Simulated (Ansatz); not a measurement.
SnSe (model structure, started from the wurtzite type, P6₃mc, No. 186, 4 atoms in the cell) was calculated with PBEsol (PAW; Ansatz, an electronic-structure program).

Numerical settings: plane-wave cutoff 500 eV, 12×12×6 k mesh (along the axes of the cell as run), Fermi–Dirac smearing 0.05 eV, scalar-relativistic PAW data made under PBE.

Cell (relaxed at this level):

```xyz
4
Lattice="5.0223 0.0000 0.0000 -2.5111 4.3494 0.0000 0.0000 0.0000 5.9915" Properties=species:S:1:pos:R:3 pbc="T T T"
Sn     2.5111     1.4498     0.3412
Sn     0.0000     2.8996     3.3370
Se     2.5111     1.4498     3.4047
Se     0.0000     2.8996     0.4089
```

Problem. Give the computed band gap.

Solution. 
band gap: 0.33 eV (on the SCF k mesh)

Note: the relaxation could raise the start's symmetry but not lower it, so the cell can be a saddle point.

Spin–orbit coupling is not included.

Computed values are for the static lattice.

The result took about 4 core-minutes (a rough figure).

A model structure was made by putting elements into a prototype or built by hand; it is no filed structure, need not be a known phase, and can be a saddle point held by its symmetry.
